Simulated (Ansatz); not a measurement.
Consider GaAs in the zinc blende structure (space group F-43m, No. 216; a = 5.6594 Å).

The other end (x = 1) is AlAs in the zinc blende structure (space group F-43m, No. 216): 22.84 Å³/atom, gap 1.34 eV.

Computed with plane-wave PAW DFT at the PBEsol level (Ansatz, a program for electronic structure, 420 eV), no spin-orbit coupling, earlier PAW set.

Al replaces a fraction x of Ga; each row is one arrangement (x, atoms in the cell, starting space group or random), fully relaxed.

One change was made to it. Results:

```tsv
quantity	base	after
band gap	0.42 eV	0.75 eV
mean first-shell distances	–	Ga–As 2.453 Å (end compound 2.451 Å), Al–As 2.452 Å (end compound 2.457 Å)
volume per atom	22.66 Å³	22.71 Å³
```

Task: Name the change that was made.
A. x(Al) = 0.75, 8 atoms, P-4m2
B. x(Al) = 0.25, 8 atoms, Cm
C. x(Al) = 0.25, 8 atoms, P-43m

Result: C, x(Al) = 0.25, 8 atoms, P-43m. For comparison, the band gap in the other runs: x(Al) = 0.75, 8 atoms, P-4m2 gives 1.33 eV; x(Al) = 0.25, 8 atoms, Cm gives 0.68 eV.

Each cell is one ordered arrangement of few atoms, which overstates ordering effects compared with a random alloy. No phonon test of stability was made.
